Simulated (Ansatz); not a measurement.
# ZrB2: pressure 15 GPa

Start from ZrB2 (space group P6/mmm, No. 191; a = 3.1714 Å, c = 3.5413 Å).

Now apply this change: a hydrostatic pressure of 15 GPa.

Calculations: Ansatz (an electronic-structure program), PBE, PAW, cutoff 420 eV, without spin-orbit coupling. Γ-centred 17×17×13 mesh, Fermi–Dirac width 0.05 eV.

The volume per atom shrinks by 0.56 Å³ to 9.72 Å³ and the lattice parameter a falls by 0.0557 Å, from 3.171 Å to 3.116 Å. The c/a ratio decreases by 0.004 to 1.113 and the shortest interatomic distance decreases by 0.032 Å (1.831 Å → 1.799 Å). The enthalpy H = E + PV relative to the base's energy amounts to +0.94 eV/atom and the band gap remains zero.

Final structure:

```yaml
crystal:
  lattice:
    - [3.11568, 0.00000, 0.00000]
    - [-1.55784, 2.69826, 0.00000]
    - [0.00000, 0.00000, 3.46793]
  atoms:
    - { symbol: Zr, position: [0.00000, 0.00000, 0.00000] }
    - { symbol: B, position: [0.66667, 0.33333, 0.50000] }
    - { symbol: B, position: [0.33333, 0.66667, 0.50000] }
```

Load acts through the strain it causes; cell and atoms are relaxed under it. Stability against distortions was not tested. No other phases were tried under pressure. The final runs are not spin-polarised.
